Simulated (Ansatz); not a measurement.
Worked example: self-consistent single point of LuBRh3 (P4mm, 5 atoms in the cell) in Ansatz (an electronic-structure program).

Computed with PBEsol, harder PAW files (source: ansatz) made with PBE (plane waves; Ansatz).

```
CELL_PARAMETERS angstrom
      4.15822     0.00000     0.00000
      0.00000     4.15822     0.00000
      0.00000     0.00000     4.15822
ATOMIC_POSITIONS crystal
  Lu 0.00000 0.00000 0.01202
  B  0.50000 0.50000 0.50000
  Rh 0.00000 0.50000 0.50000
  Rh 0.50000 0.00000 0.50000
  Rh 0.50000 0.50000 0.00000
```

Reference input (self-consistent single point, DFT, PBEsol, plane waves, default PAW files made with PBE): basis.ecutwfc = 30.9 Ry; kpoints.mp_grid.grid = 7 7 7; hamiltonian.xc = pbesol; hamiltonian.pseudopotentials = {kind: paw} (the program's default PAW files); scf.occupations.method = gaussian; scf.occupations.width = 0.0073 Ry. This run's input differs from it in these lines:

Ansatz 0.2 input:
```diff
@@ -12,3 +12,3 @@
 basis:
-  ecutwfc: 30.9 Ry
+  ecutwfc: 52.2 Ry
 kpoints:
@@ -20,2 +20,3 @@
     kind: paw
+    source: ansatz
 scf:
```

Output, abridged:

```
SCF iter   1: F=—  HF=-33815.811765 eV  |F-HF|=—  |Δ(HF+E_count)|=         —  Δρ=2.80e-1  dr2=9.26e1  ethr=3.10e-3  ⟨swp⟩=7.2  Hψ=8934  notcnv=0
all-band conjugate gradients solve this SCF's bands
preconditioner: auto → Resta (q_TF=auto, 2.771 Å⁻¹)
SCF iter   2: F=—  HF=-33805.920329 eV  |F-HF|=—  |Δ(HF+E_count)|=    9.89e0  Δρ=1.28e-1  dr2=2.05e1  ethr=3.10e-3  ⟨swp⟩=5.2  Hψ=4961  notcnv=0  defer=64
   [... lines left out ...]
SCF iter   7: F=—  HF=-33802.416448 eV  |F-HF|=—  |Δ(HF+E_count)|=   2.48e-3  Δρ=1.00e-3  dr2=1.46e-3  ethr=1.26e-5  ⟨swp⟩=2.8  Hψ=2711  notcnv=0  defer=76
SCF iter   8: F=—  HF=-33802.415978 eV  |F-HF|=—  |Δ(HF+E_count)|=   4.69e-4  Δρ=2.28e-4  dr2=7.42e-5  ethr=1.85e-6  ⟨swp⟩=2.4  Hψ=2979  notcnv=0  defer=76
SCF iter   9: F=—  HF=-33802.415953 eV  |F-HF|=—  |Δ(HF+E_count)|=   2.53e-5  Δρ=4.36e-5  dr2=2.61e-6  ethr=9.39e-8  ⟨swp⟩=2.0  Hψ=3007  notcnv=0  defer=76
SCF iter  10: F=-33802.415952 eV  HF=-33802.415952 eV  |F-HF|=2.38e-8  |Δ(HF+E_count)|=   6.58e-7  Δρ=8.03e-6  dr2=4.19e-8  ethr=1.27e-10  ⟨swp⟩=14.7  Hψ=13695  notcnv=0
SCF 1 converged in 10 iterations: F = -33802.415952 eV  dr2 = 4.19e-8
Free energy (F): -33802.415952 eV
Internal energy: -33802.392124 eV  (E = F + TS)
E sigma→0 (E₀):  -33802.404038 eV
Entropy (-TS):   -0.023828 eV (-4.766 meV/atom)
Fermi energy:    18.679967 eV
--- Forces (eV/Å), atoms counted from 1 ---
  atom   1  Lu    -0.00000000     0.00000000    -0.32623141
  atom   2  B      0.00000000     0.00000000     0.01162563
  atom   3  Rh     0.00000000     0.00000000     0.14273177
  atom   4  Rh     0.00000000     0.00000000     0.14273177
  atom   5  Rh    -0.00000000     0.00000000     0.02910622
--- Stress (GPa, compression-positive) ---
       -5.204449       0.000000       0.000000
        0.000000      -5.204449       0.000000
        0.000000       0.000000      -5.204079
  P = ⅓ Tr σ = -5.2043 GPa (-52.043 kbar)
  The stress holds the Pulay correction. Without it, at fixed plane waves, as pw.x and ABINIT print it: P = -5.2236 GPa
```

The run converged in 10 iterations. Against the reference run the pressure hardly changes (-5.24 to -5.20 GPa) and the largest force stays at 0.326 eV/Å.

The starting cell comes from a database of computed structures (which also holds hypothetical and non-ambient phases and stackings), without a prior relaxation at this level. Its lattice was rescaled by up to half a per cent. One atom was moved a little off its site on purpose. Spin polarisation is off. Ansatz's pressure includes its estimate of the finite-basis (Pulay) stress.

Cost on one core of a shared machine: roughly 70 s.
